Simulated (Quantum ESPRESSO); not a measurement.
A self-consistent single point of YMg5 (Amm2, 6 atoms in the cell) with Quantum ESPRESSO.

Method of the run: PBEsol, SSSP 1.1.2 efficiency (PBE) pseudopotentials (plane waves; Quantum ESPRESSO).

The change in words: lattice scaled by 1.015; ecutwfc: 40 Ry → 24 Ry; ecutrho: 320 Ry → 192 Ry. Reference geometry:
```
YMg5
1.0
    5.21133     0.00000     0.00000
    0.00000     1.62964     8.43929
    0.00000    -1.62964     8.43929
Y Mg
1 5
Direct
  0.00000   0.22003   0.22003
  0.50000   0.00258   0.00258
  0.50000   0.66196   0.66196
  0.50000   0.33577   0.33577
  0.00000   0.89353   0.89353
  0.00000   0.55280   0.55280
```

Reference input (self-consistent single point, DFT, PBEsol, plane waves, SSSP 1.1.2 efficiency (PBE) pseudopotentials): ecutwfc = 40 Ry; ecutrho = 320 Ry; occupations = smearing; smearing = mp; degauss = 0.0147 Ry; input_dft = pbesol; potentials = {Y: Y_pbe_v1.uspp.F.UPF, Mg: Mg.pbe-n-kjpaw_psl.0.3.0.UPF}; K_POINTS = automatic 4 6 6 0 0 0; conv_thr = 1e-10 Ry. This run's input differs from it in these lines:

```diff
@@ -10,7 +10,7 @@
   ibrav = 0,
-  celldm(1) = 9.8479940040,
+  celldm(1) = 9.9957138951,
   nat = 6,
   ntyp = 2,
-  ecutwfc = 40,
-  ecutrho = 320,
+  ecutwfc = 24,
+  ecutrho = 192,
   occupations = 'smearing',
@@ -28,4 +28,4 @@
    1.0000000000     0.0000000000     0.0000000000
-   0.0000000000     0.3127112943     1.6194110759
-   0.0000000000    -0.3127112943     1.6194110759
+   0.0000000000     0.3127113620     1.6194110072
+   0.0000000000    -0.3127113620     1.6194110072
 ATOMIC_POSITIONS {crystal}
```

Output, abridged:

```
     Self-consistent Calculation

     iteration #  1     ecut=    24.00 Ry     beta= 0.70

     negative rho (up, down):  4.297E-02 0.000E+00

     total energy              =    -250.63580349 Ry
     estimated scf accuracy    <       0.55445556 Ry

     iteration #  2     ecut=    24.00 Ry     beta= 0.70

     negative rho (up, down):  4.301E-02 0.000E+00

     total energy              =    -250.26084151 Ry
     estimated scf accuracy    <       8.90109298 Ry

     iteration #  3     ecut=    24.00 Ry     beta= 0.70

     negative rho (up, down):  4.337E-02 0.000E+00

     total energy              =    -251.01518318 Ry
     estimated scf accuracy    <       0.22918420 Ry

   [... 11 blocks of this kind left out ...]

     iteration # 15     ecut=    24.00 Ry     beta= 0.70

     negative rho (up, down):  4.394E-02 0.000E+00

     total energy              =    -251.03889618 Ry
     estimated scf accuracy    <          2.8E-10 Ry

     iteration # 16     ecut=    24.00 Ry     beta= 0.70

     negative rho (up, down):  4.394E-02 0.000E+00
     End of self-consistent calculation

     the Fermi energy is     4.6378 ev

!    total energy              =    -251.03889618 Ry
     estimated scf accuracy    <          3.3E-11 Ry
     smearing contrib. (-TS)   =       0.00034429 Ry
     internal energy E=F+TS    =    -251.03924046 Ry

     convergence has been achieved in  16 iterations

     negative rho (up, down):  4.394E-02 0.000E+00

     Forces acting on atoms (cartesian axes, Ry/au):

     atom    1 type  1   force =     0.00000000    0.00000000   -0.00026845
     atom    2 type  2   force =     0.00000000    0.00000000    0.00086218
     atom    3 type  2   force =     0.00000000   -0.00000000    0.00044230
     atom    4 type  2   force =     0.00000000    0.00000000    0.00062364
     atom    5 type  2   force =     0.00000000    0.00000000   -0.00379469
   [... lines left out ...]
     Total force =     0.004512     Total SCF correction =     0.000003
   [... lines left out ...]

     negative rho (up, down):  4.394E-02 0.000E+00
          total   stress  (Ry/bohr**3)                   (kbar)     P=      -11.57
  -0.00003701   0.00000000   0.00000000           -5.44        0.00        0.00
   0.00000000  -0.00007659   0.00000000            0.00      -11.27        0.00
   0.00000000   0.00000000  -0.00012237            0.00        0.00      -18.00

   JOB DONE.
```

The run converged in 16 iterations. Against the reference run the free energy rises by 10.5 meV/atom, the pressure goes from 0.71 to -1.16 GPa and the largest force goes from 0.076 to 0.098 eV/Å.

The starting cell comes from a database of computed structures (which also holds hypothetical and non-ambient phases and stackings), without a prior relaxation at this level. Its lattice was rescaled by a random factor within 2.5 % of one. For this run, on top of that: lattice scaled by 1.015.

Cost on one core of a shared machine: roughly 80 s.
